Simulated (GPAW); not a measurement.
## A self-consistent single point of GaN (F-43m, 2 atoms in the cell) with GPAW

Method of the run: PBE, GPAW PAW datasets PBE (gpaw-data 1.0.1) (plane waves; GPAW).

This input was run:

```python
from ase import Atoms
from ase.units import GPa
from gpaw import GPAW, PW, FermiDirac

atoms = Atoms(['Ga', 'N'],
              cell=[[0.000000, 2.260000, 2.260000],
                    [2.260000, 0.000000, 2.260000],
                    [2.260000, 2.260000, 0.000000]],
              scaled_positions=[[0.000000, 0.000000, 0.000000],
                                [0.250000, 0.250000, 0.250000]],
              pbc=True)

calc = GPAW(mode=PW(950),
            xc='PBE',
            kpts=(13, 13, 13),
            occupations=FermiDirac(0.01),
            nbands=-8,
            convergence={'forces': 0.001, 'bands': -6},
            symmetry={'symmorphic': False, 'tolerance': 0.0005},
            maxiter=150)

atoms.calc = calc

energy = atoms.get_potential_energy()
print('Energy (eV):', round(energy, 6))
forces = atoms.get_forces()
print('Forces (eV/Ang):')
print(forces.round(5))
stress = atoms.get_stress()
print('Stress (GPa, Voigt):', (stress / GPa).round(4))
```

Output, abridged:

```
Input parameters:
  convergence: {bands: -6,
                forces: 0.001}
  kpts: [13 13 13]
  maxiter: 150
  mode: {ecut: 950.0,
         name: pw}
  nbands: -8
  occupations: {fixmagmom: False,
                name: fermi-dirac,
                width: 0.01}
  symmetry: {symmorphic: False,
             tolerance: 0.0005}
  xc: PBE

species:
  Ga:
    name: Gallium
    Z: 31.0
    valence: 3
    core: 28
    charge: 0.0
    file: Ga.PBE.gz

    # Using partial waves for Ga as LCAO basis

  N:
    name: Nitrogen
    Z: 7.0
    valence: 5
    core: 2
    charge: 0.0
    file: N.PBE.gz

    # Using partial waves for N as LCAO basis

Reference energy: -54366.393033  # eV

Spin-paired calculation

Convergence criteria:
 Maximum [total energy] change in last 3 cyles: 0.0005 eV / valence electron
 Maximum integral of absolute [dens]ity change: 0.0001 electrons / valence electron
 Maximum integral of absolute [eigenst]ate change: 4e-08 eV^2 / valence electron
 Maximum change in the atomic [forces] across last 2 cycles: 0.001 eV/Ang OR
Maximum error relative to the maximum force is below inf
 Maximum number of scf [iter]ations: 150

Symmetries present (total): 24
Symmetries with fractional translations: 0
2197 k-points: 13 x 13 x 13 Monkhorst-Pack grid
84 k-points in the irreducible part of the Brillouin zone
       k-points in crystal coordinates                weights
   0:     0.00000000    0.00000000    0.00000000          1/2197
   1:     0.07692308    0.07692308    0.00000000          6/2197
   2:     0.07692308    0.07692308    0.07692308          8/2197
   [... 7 lines left out ...]
          ...
  83:     0.46153846    0.46153846    0.46153846          8/2197

Wave functions: Plane wave expansion
  Cutoff energy: 950.000 eV
  Number of coefficients (min, max): 1471, 1558
  Pulay-stress correction: 0.000000 eV/Ang^3 (de/decut=0.000000)

Occupation numbers: Fermi-Dirac:
  width: 0.0100  # eV

Eigensolver

Densities:
  Coarse grid: 24*24*24 grid
  Fine grid: 48*48*48 grid
  Total Charge: 0.000000

Density mixing:
  Method: separate
  Backend: pulay
  Linear mixing parameter: 0.05
  old densities: 5
  Damping of long wavelength oscillations: 50

Hamiltonian:
  XC and Coulomb potentials evaluated on a 48*48*48 grid
  External potential:
    NoExternalPotential

XC parameters: PBE with 2 nearest neighbor stencil

Number of atoms: 2
Number of atomic orbitals: 8
Number of bands in calculation: 12
Number of valence electrons: 8
Bands to converge: 6

Density initialized from atomic densities
  8 bands from LCAO basis set
  4 bands from random numbers

Atomic positions and initial magnetic moments

Positions:
   0 Ga     0.000000    0.000000    0.000000    ( 0.0000,  0.0000,  0.0000)
   1 N      1.130000    1.130000    1.130000    ( 0.0000,  0.0000,  0.0000)

Unit cell:
           periodic     x           y           z      points  spacing
  1. axis:    yes    0.000000    2.260000    2.260000    24     0.1087
  2. axis:    yes    2.260000    0.000000    2.260000    24     0.1087
  3. axis:    yes    2.260000    2.260000    0.000000    24     0.1087

  Lengths:   3.196123   3.196123   3.196123
  Angles:   60.000000  60.000000  60.000000

Effective grid spacing dv^(1/3) = 0.1186

     iter     time        total  log10-change:
                         energy   eigst   dens  force
iter:   1 --:--:--   -13.911314   +0.51
iter:   2 --:--:--   -13.419421   -1.44  -0.56
iter:   3 --:--:--   -12.125971   -0.82  -0.61
iter:   4 --:--:--   -12.111073   -2.01  -1.05
iter:   5 --:--:--   -12.107784   -2.42  -1.24
iter:   6 --:--:--   -12.108333c  -3.87  -2.38
iter:   7 --:--:--   -12.107030c  -3.81  -2.29
iter:   8 --:--:--   -12.106973c  -4.45  -2.65
iter:   9 --:--:--   -12.106978c  -6.45  -3.43
iter:  10 --:--:--   -12.106978c  -8.02c -3.41
iter:  11 --:--:--   -12.106974c  -5.84  -3.40
iter:  12 --:--:--   -12.106974c  -8.07c -4.48c
iter:  13 --:--:--   -12.106974c  -9.28c -5.03c -15.87c

Converged after 13 iterations.

Dipole moment: (-1.155672, -1.155672, -1.155672) |e|*Ang

Energy contributions relative to reference atoms: (reference = -54366.393033)

Kinetic:        +32.758649
Potential:      -28.944064
External:        +0.000000
XC:             -16.099644
Entropy (-ST):   -0.000000
Local:           +0.178085
SIC:             +0.000000
--------------------------
Free energy:    -12.106974
Extrapolated:   -12.106974

Showing only first 2 kpts
 Kpt  Band  Eigenvalues  Occupancy
  0     2      6.28778    2.00000
  0     3      6.28778    2.00000
  0     4      8.06840    0.00000
  0     5     16.63817    0.00000

  1     2      6.09677    2.00000
  1     3      6.09677    2.00000
  1     4      8.84558    0.00000
  1     5     16.10984    0.00000

Fermi level: 6.99983

Gap: 1.781 eV
Transition (v -> c):
  (s=0, k=0, n=3, [0.00, 0.00, 0.00]) -> (s=0, k=0, n=4, [0.00, 0.00, 0.00])
No difference between direct/indirect transitions
Energy (eV): -12.106974

Forces in eV/Ang:
  0 Ga    0.00000    0.00000    0.00000
  1 N     0.00000    0.00000    0.00000

Stress tensor:
    -0.068722     0.000000     0.000000
     0.000000    -0.068722     0.000000
     0.000000     0.000000    -0.068722
Stress (GPa, Voigt): [-11.0105 -11.0105 -11.0105   0.       0.       0.    ]
```

The run converged in 13 iterations. GPAW prints stress with tension positive.

At such cutoffs GPAW's stress carries a finite-basis (Pulay) error, which enters relaxed cells too; its log prints stress with tension positive.

The starting cell has typed, rounded lattice constants, without a prior relaxation at this level.

Cost on one core of a shared machine: roughly 40 s.
